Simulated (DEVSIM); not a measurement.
Device: GaP n-p junction from an implanted or diffused profile, at 300 K.

Layer 1 from the left is GaP, thickness (μm) 70.0, Na (cm⁻³) 5.3e14, τn (s) 2.1e-7, τp (s) 2.1e-7.

Added donor profile: 1.1e17 cm⁻³ × exp(−(x − 0.18 μm)²/(2·(0.074 μm)²)). Left contact: ohmic. Right contact: ohmic. Voltage is applied to the left contact. Recombination: SRH at mid-gap, radiative. Mobility is μmin + (μ − μmin)/(1 + (N/Nref)^α).

The device is made up for the run: typed textbook-type constants, with dimensions and the other settings drawn at random. Values at 300 K.

GaP: gap (eV) 2.26, affinity (eV) 3.8, permittivity 11.1, Nc (cm⁻³) 1.8e19, Nv (cm⁻³) 1.9e19, μn (cm²/Vs) 250, μp (cm²/Vs) 150, μn,min 10, μp,min 10, Nref,n 4.4e18, Nref,p 1e18, αn 0.8, αp 0.85, B (cm³/s) 1e-13.

Simulated with DEVSIM: 1D drift-diffusion, Boltzmann statistics, complete ionisation; no tunnelling, impact ionisation, image-force lowering or self-heating.

Task: What does the simulation give for the dark forward voltage at 1 A/cm², the potential step across the device at zero bias?

Result: dark forward voltage at 1 A/cm² 2.048 V; potential step across the device at zero bias 1.778 V.
